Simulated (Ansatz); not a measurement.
1T (CdI2-type) MgI₂, treated with r²SCAN+SOC in Ansatz (plane waves, PAW).

Run with plane-wave cutoff 560 eV, 12×12×6 k mesh (along the axes of the cell as run), Fermi–Dirac smearing 0.01 eV, PAW data made under PBE.

Cell (relaxed at this level):

```yaml
crystal:
  lattice:
    - [2.09430, -3.62744, 0.00000]
    - [2.09430, 3.62744, 0.00000]
    - [0.00000, 0.00000, 7.17038]
  atoms:
    - { symbol: Mg, position: [0.00000, 0.00000, 0.00000] }
    - { symbol: I, position: [0.33333, 0.66667, 0.23241] }
    - { symbol: I, position: [0.66667, 0.33333, 0.76759] }
```

Problem. Predict the bulk modulus, band gap and smallest direct gap on the k points sampled.

Solution. 
* **bulk modulus**: 8.46 GPa
* **band gap**: 3.89 eV (indirect)
* **smallest direct gap on the k points sampled**: 4.19 eV

Note: for a layered or molecular solid the relaxed cell lies over 5 % above the published volume, where the minimum can be shallow; the cell comes from a level without a dispersion term, which matters for the spacing of layers, chains or molecules; the bulk modulus comes from volumes at which shape and atoms were relaxed.

The computed numbers hold no vibrational or temperature effects.

It cost around 2.5 core-hours (rough) of CPU time.

Ansatz is a program for electronic structure.
